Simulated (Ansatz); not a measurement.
An Ansatz (an electronic-structure program) input (Ansatz PBEsol, no SOC):

Ansatz 0.2 input:
```yaml
crystal:
  lattice:
    - [0, 2.7275823529, 2.7275823529]
    - [2.7275823529, 0, 2.7275823529]
    - [2.7275823529, 2.7275823529, 0]
  atoms:
    - { symbol: Ca, position: [0, 0, 0] }
basis: { ecutwfc: 420, ecutrho_ratio: 4, xc_grid: 2, fft_grid_basis: typed }
kpoints: { mp_grid: { grid: [15, 15, 15] } }
hamiltonian:
  xc: pbesol
  dispersion: none
  pseudopotentials: { kind: paw }
scf: { occupations: { method: fermi_dirac, width: 0.05 }, convergence: { dr2_threshold: 0.0000000001 } }
output: { forces: true, stress: true }
checkpoint: { write: state.ck, write_every: 1000 }
```

Which symmetry and how many k-points will the program report, and about how many plane waves at Γ?

Space group Fm-3m (ITA 225) with 48 operations, k-points 120 of 3375, and 821 plane waves at Γ.

Whether these cells are dynamically stable was not tested. The cell was made from Sr by this change: Sr → Ca.
